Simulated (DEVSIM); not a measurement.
# Si n-i-p diode

System: Si n-i-p diode, at 400 K.

```tsv
layer (left to right)	material	thickness (μm)	Nd (cm⁻³)	Na (cm⁻³)	τn (s)	τp (s)
1	Si	0.660	6e18	-	1.2e-6	1.2e-6
2	Si	0.820	-	2.3e12	1.2e-6	1.2e-6
3	Si	3.30	-	1e17	1.2e-6	1.2e-6
```

Left contact: ohmic. Right contact: ohmic. Voltage is applied to the left contact. Recombination: SRH at mid-gap, radiative. Mobility is constant in doping.

Constants are typed, rounded textbook-type inputs, not results; the design itself was drawn at random and stands for no fabricated device. Values at 300 K; Nc and Nv go as T^1.5, mobilities as T to minus their exponent, the gap by Varshni's rule with the affinity fixed.

| parameter | Si |
|---|---|
| gap (eV) | 1.124 |
| affinity (eV) | 4.05 |
| permittivity | 11.7 |
| Nc (cm⁻³) | 2.86e19 |
| Nv (cm⁻³) | 3.1e19 |
| μn (cm²/Vs) | 1417 |
| μp (cm²/Vs) | 470 |
| T exponent of μn | 2.3 |
| T exponent of μp | 2.2 |
| B (cm³/s) | 4.7e-15 |
| Varshni α (eV/K) | 0.000473 |
| Varshni β (K) | 636 |

Simulated with DEVSIM: 1D drift-diffusion, Boltzmann statistics, complete ionisation; no tunnelling, impact ionisation, image-force lowering or self-heating.

- Potential step across the device at zero bias = 0.815 V
- Dark forward voltage at 1 A/cm² = 0.428 V
- Dark forward voltage at 100 A/cm² = 0.590 V

Dark reverse current:

| V (V) | J (A/cm²) |
|---|---|
| 0.10 | 1.1e-5 |
| 0.25 | 1.5e-5 |
| 0.50 | 2.0e-5 |
| 0.75 | 2.2e-5 |
| 1.00 | 2.4e-5 |
| 1.50 | 2.7e-5 |
| 2.00 | 2.8e-5 |
| 2.50 | 2.9e-5 |
| 3.25 | 3.1e-5 |
| 4.00 | 3.1e-5 |
| 5.00 | 3.2e-5 |

Dark forward current:

```json
[
 {"V (V)": "-0.05", "J (A/cm²)": "-2.2e-5"},
 {"V (V)": "-0.10", "J (A/cm²)": "-1.0e-4"},
 {"V (V)": "-0.15", "J (A/cm²)": "-0.00039"},
 {"V (V)": "-0.20", "J (A/cm²)": "-0.0016"},
 {"V (V)": "-0.25", "J (A/cm²)": "-0.0063"},
 {"V (V)": "-0.30", "J (A/cm²)": "-0.026"},
 {"V (V)": "-0.35", "J (A/cm²)": "-0.11"},
 {"V (V)": "-0.45", "J (A/cm²)": "-1.9"},
 {"V (V)": "-0.50", "J (A/cm²)": "-8.0"},
 {"V (V)": "-0.55", "J (A/cm²)": "-33"},
 {"V (V)": "-0.60", "J (A/cm²)": "-130"},
 {"V (V)": "-0.65", "J (A/cm²)": "-470"},
 {"V (V)": "-0.70", "J (A/cm²)": "-1400"},
 {"V (V)": "-0.75", "J (A/cm²)": "-3700"}
]
```
